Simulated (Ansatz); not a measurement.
Input and output of a relaxation of cell and atoms for CuRu₃ (I4/mmm, 4 atoms in the cell) (Ansatz, a quantum-chemistry and plane-wave program).

Method: PBEsol, PAW files made with PBE (plane waves; Ansatz).

```xyz
4
Lattice="-1.8692 1.8692 3.9463 1.8692 -1.8692 3.9463 1.8692 1.8692 -3.9463" Properties=species:S:1:pos:R:3 pbc="T T T"
Cu     0.0000     0.0000     0.0000
Ru     0.0000     1.8692     1.9731
Ru     1.8692     0.0000     1.9731
Ru     0.0000     0.0000     3.9463
```

Reference input (self-consistent single point, DFT, PBEsol, plane waves, PAW files made with PBE): kpoints.mp_grid.grid = 8 8 8; hamiltonian.xc = pbesol; hamiltonian.pseudopotentials = {kind: paw} (the program's default PAW files); scf.occupations.method = gaussian; scf.occupations.width = 0.1 eV. This run's input differs from it in these lines:

```diff
@@ -22,2 +22,4 @@
     width: 0.1
+relax:
+  cell: {}
 output:
```

Log, with long lists cut:

```
   [... SCF lines of the steps left out ...]
relax step   1: F+E_penalty+E_count = -24037.08134838 eV  Δ(F+E_penalty+E_count) = +0.000e0 eV  max|allowed force component| = 7.806e-18 eV/Å  Δτ_max = 0.0000 Å  P = -15.595 GPa  Ω = 55.152 Å³  (10 SCF iters, dr2 threshold 1.00e-7 eV, accepted)
relax step   2: F+E_penalty+E_count = -24037.13505929 eV  Δ(F+E_penalty+E_count) = -5.371e-2 eV  max|allowed force component| = 1.735e-18 eV/Å  Δτ_max = 0.0000 Å  P = +16.421 GPa  Ω = 49.324 Å³  energy of the carried Pulay correction = +6.909e-3 eV  [...]
   [... lines left out ...]
relax step   5: F+E_penalty+E_count = -24037.25634365 eV  Δ(F+E_penalty+E_count) = -9.710e-6 eV  max|allowed force component| = 7.806e-18 eV/Å  Δτ_max = 0.0000 Å  P = +0.000 GPa  Ω = 51.841 Å³  energy of the carried Pulay correction = +3.822e-3 eV  [...]
relax step   6: F+E_penalty+E_count = -24037.25298602 eV  Δ(F+E_penalty+E_count) = +3.358e-3 eV  max|allowed force component| = 1.301e-17 eV/Å  Δτ_max = 0.0000 Å  P = -0.037 GPa  Ω = 51.841 Å³  stress off target by 4.40e-2 GPa  SCF on the basis [...]
basis re-selected at this cell: Δ(F+E_penalty+E_count) = +3.358e-3 eV, ΔP = -0.038 GPa vs the last step
the relaxation is at rest under the 16 symmetry operations that the run kept from its start: a minimum is not shown …
Free energy (F): -24037.252986 eV
Internal energy: -24037.229523 eV  (E = F + TS)
E sigma→0 (E₀):  -24037.241254 eV
Entropy (-TS):   -0.023463 eV (-5.866 meV/atom)
Fermi energy:    21.897018 eV
--- Forces (eV/Å), atoms counted from 1 ---
  atom   1  Cu     0.00000000     0.00000000     0.00000000
   [... zero for the other atoms too ...]
   [... lines left out ...]
  cell:  # Å, volume = 51.8414 Å³
   [... lines left out ...]
    - [1.8313983101351905, -1.8313983101351905, 3.8641231695361964]
    - [1.8313983101351905, 1.8313983101351905, -3.8641231695361964]
  atoms:
    - { symbol: Cu, position: [-7.69442744939737e-35, -9.04240546649107e-34, -8.317235448351169e-34] }
    - { symbol: Ru, position: [0.75, 0.25, 0.5] }
    - { symbol: Ru, position: [0.25, 0.75, 0.5] }
    - { symbol: Ru, position: [0.5, 0.5, -8.442787700943964e-34] }
```

The run converged.  The full log also holds: “iter 4 did not close the SCF: its close was put off for the readings that it lacked (scf_convergence_deferred on its scf_iter line)”. The full log also holds: “iter 5 did not close the SCF: its close was put off for the readings that it lacked (scf_convergence_deferred on its scf_iter line)”.

Summary of the result:
Free energy E − TS (on the zero of these files): -24037.2530 eV
Fermi level (on the code's own zero): 21.90 eV
Pressure: -0.04 GPa
Final cell: a = b = c = 4.6518 Å, α = β = 133.63°, γ = 67.67°
Final volume per atom: 12.96 Å³
Relaxation steps: 6

The starting cell comes from a database of computed structures (which also holds hypothetical and non-ambient phases and stackings), without a prior relaxation at this level. Its lattice was rescaled by a random factor within 2.5 % of one. Spin polarisation is off. The relaxation keeps the symmetry of its start, so its end need not be a minimum. Ansatz's pressure includes its estimate of the finite-basis (Pulay) stress.

Keys are those of Ansatz 0.2.
